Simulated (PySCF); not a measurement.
PySCF 2.14.0, R2SCAN/def2-svp, df: In(H)(SH)2 ([SH][InH][SH]), 6 atoms. The geometry is a generated start, not checked to be a minimum at this level.

| Item | Result |
|---|---|
| task | energy |
| method | r2scan |
| basis | def2-svp |
| two-electron scheme | density fitting |
| mol.max_memory | 3000 MB |
| mf.max_cycle | 100 |
| mf.conv_tol | 1e-09 (default) |
| mf.grids.level | 3 (default) |
| effective core potentials | those of the basis set, past Kr |
| basis functions | 77 |
| grid points | 89064 |

```xyz
6

In    -0.1258    -0.1686     0.0277
H     -1.3711    -1.2306     0.6141
S      2.0392    -0.0533     1.0840
H      1.7046    -0.8546     2.0861
S     -0.4638     1.2442    -1.8959
H     -1.7832     1.0629    -1.9160
```

With the defaults (mf.DIIS = CDIIS, mf.diis = true, mf.diis_space = 8, mf.level_shift = 0, mf.diis_damp = 0, mf.damp = 0, mf.diis_start_cycle = 1, newton = off, mf.init_guess = minao) it converges in 14 Fock builds. One run each on 2 threads, 1 BLAS thread, with these changes:
- mf.diis = false
- mf.DIIS = EDIIS
- newton = Hessian by the SCF's own integrals
- mf.level_shift = 0.1 Hartree
- mf.diis_damp = 0.3
- mf.init_guess = atom
- mf.level_shift = 0.3 Hartree
- mf.diis_space = 12
- mf.damp = 0.7, mf.diis_start_cycle = 8

Question: Which runs fail or end elsewhere than the default run?

Answer: No convergence: mf.DIIS = EDIIS; mf.diis = false (the run ends without SCF convergence in 100 cycles). The rest reach the solution of the defaults.

| setting | Fock builds | end |
|---|---|---|
| mf.init_guess = atom | 12 | same solution |
| mf.diis_damp = 0.3 | 13 | same solution |
| mf.level_shift = 0.1 Hartree | 13 | same solution |
| the defaults | 14 | same solution |
| mf.diis_space = 12 | 14 | same solution |
| mf.level_shift = 0.3 Hartree | 16 | same solution |
| mf.damp = 0.7, mf.diis_start_cycle = 8 | 16 | same solution |
| newton = Hessian by the SCF's own integrals | 46 | same solution |
| mf.DIIS = EDIIS | 101 | no convergence |
| mf.diis = false | 101 | no convergence |

Under newton the count holds the products with the orbital Hessian.
